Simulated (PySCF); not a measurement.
PySCF 2.14.0, PBE0/def2-svp: naphthalene (idealised geometry), 18 atoms. The geometry is a generated start, not checked to be a minimum at this level.

```json
{
 "task": "energy",
 "method": "pbe0",
 "basis": "def2-svp",
 "two_electron_scheme": "exact four-centre integrals",
 "mol.max_memory": "3000 MB",
 "mf.init_guess": "minao (default)",
 "mf.DIIS": "CDIIS (default)",
 "mf.diis_space": "8 (default)",
 "mf.conv_tol": "1e-09 (default)",
 "mf.grids.level": "3 (default)",
 "basis_functions": "180",
 "grid_points": "219648"
}
```

Machine: one whole node, Arm Neoverse V2, 96 cores on 1 socket, no SMT, 1 L3 cache group; 94 cores' worth of CPU time may be used.

Run on 32 threads, 32 BLAS threads, it takes 5.6 s from launch to exit:

```bash
OMP_NUM_THREADS=32 python -u run.py
```

From its output:

```
[INPUT] num. atoms = 18
[INPUT] num. electrons = 68
number of NR cGTOs = 180
basis = def2-svp
method = RKS
initial guess = minao
DIIS = <class 'pyscf.scf.diis.CDIIS'>
diis_space = 8
direct_scf = True
direct_scf_tol = 1e-13
max_memory 3000 MB (current use 110 MB)
XC functionals = pbe0
grids dens level: 3
tot grids = 219648
integrals held in memory: True
...
    CPU time for setting up grids      1.51 sec, wall time      0.24 sec
    CPU time for vxc      5.09 sec, wall time      0.18 sec
init E= -386.612414128782
    CPU time for initialize scf     13.20 sec, wall time      0.65 sec
    CPU time for vxc      4.22 sec, wall time      0.17 sec
cycle= 1 E= -385.123395418268  delta_E= 1.49  |g|= 0.296  |ddm|= 5.33
    CPU time for cycle= 1     14.02 sec, wall time      0.49 sec
    CPU time for vxc      5.42 sec, wall time      0.19 sec
cycle= 2 E= -385.132689214124  delta_E= -0.00929  |g|= 0.261  |ddm|= 0.932
    CPU time for cycle= 2     10.48 sec, wall time      0.36 sec
    CPU time for vxc      4.92 sec, wall time      0.18 sec
cycle= 3 E= -385.151930842296  delta_E= -0.0192  |g|= 0.032  |ddm|= 0.392
    CPU time for cycle= 3     14.41 sec, wall time      0.49 sec
    CPU time for vxc      5.43 sec, wall time      0.19 sec
cycle= 4 E= -385.151981461364  delta_E= -5.06e-05  |g|= 0.0284  |ddm|= 0.0798
    CPU time for cycle= 4     11.28 sec, wall time      0.38 sec
    CPU time for vxc      4.77 sec, wall time      0.19 sec
cycle= 5 E= -385.152186690629  delta_E= -0.000205  |g|= 0.00557  |ddm|= 0.0352
    CPU time for cycle= 5     13.98 sec, wall time      0.50 sec
    CPU time for vxc      5.00 sec, wall time      0.18 sec
cycle= 6 E= -385.152194106396  delta_E= -7.42e-06  |g|= 0.00216  |ddm|= 0.00798
    CPU time for cycle= 6     11.38 sec, wall time      0.39 sec
    CPU time for vxc      4.86 sec, wall time      0.18 sec
cycle= 7 E= -385.152195328169  delta_E= -1.22e-06  |g|= 8.71e-05  |ddm|= 0.00226
    CPU time for cycle= 7     12.69 sec, wall time      0.43 sec
    CPU time for vxc      4.87 sec, wall time      0.18 sec
cycle= 8 E= -385.15219533126  delta_E= -3.09e-09  |g|= 1.51e-05  |ddm|= 0.000232
    CPU time for cycle= 8     13.58 sec, wall time      0.49 sec
    CPU time for vxc      5.43 sec, wall time      0.19 sec
cycle= 9 E= -385.152195331384  delta_E= -1.24e-10  |g|= 3.92e-06  |ddm|= 3.53e-05
    CPU time for cycle= 9     14.20 sec, wall time      0.47 sec
    CPU time for vxc      5.07 sec, wall time      0.19 sec
    CPU time for scf_cycle    142.63 sec, wall time      5.14 sec
    CPU time for SCF    142.63 sec, wall time      5.14 sec
converged SCF energy = -385.152195331392
SCF converged: True
wall of the SCF part: 5.144 s
```

Wall times, medians of two to five repeats, each run alone on the node (launch to exit). Processes are pinned to neighbouring cores unless said otherwise. The build: PyPI wheel: OpenMP (GNU), a bundled serial OpenBLAS 0.3.3 under its C layer, NumPy's threaded OpenBLAS held to generic ARMv8 kernels, libcint, Libxc; another build can shift the numbers. Scratch files lie in a memory file system. This build's BLAS runs threads of its own beside OpenMP's, on the same cores; «BLAS threads» counts them.

Task: Read the timing block: which change would cut the largest part, on the same cores and with the result kept within 1.0 meV/atom in energy?

Result: The largest part is the rest of the SCF (stored integrals and their contraction, diagonalisation, DIIS), 52 % of the time. One change that relieves it (others may too): going from 32 threads, 32 BLAS threads to 32 threads, 1 BLAS thread, the fastest among the values tried that keep the result: 5.6 s to 2.7 s (2.1× as fast). The largest move is in the rest of the SCF (stored integrals and their contraction, diagonalisation, DIIS): 2.9 s to 0.46 s. The slower run has 32 BLAS threads beside the program's own on the same cores, and burns 2.6 times the CPU time. These two results differ by: energy equal as printed. Others tried: 32 threads, 4 BLAS threads (3.0 s). Repeats scatter by up to 12 %. 1 planned setting was not run, for want of time.
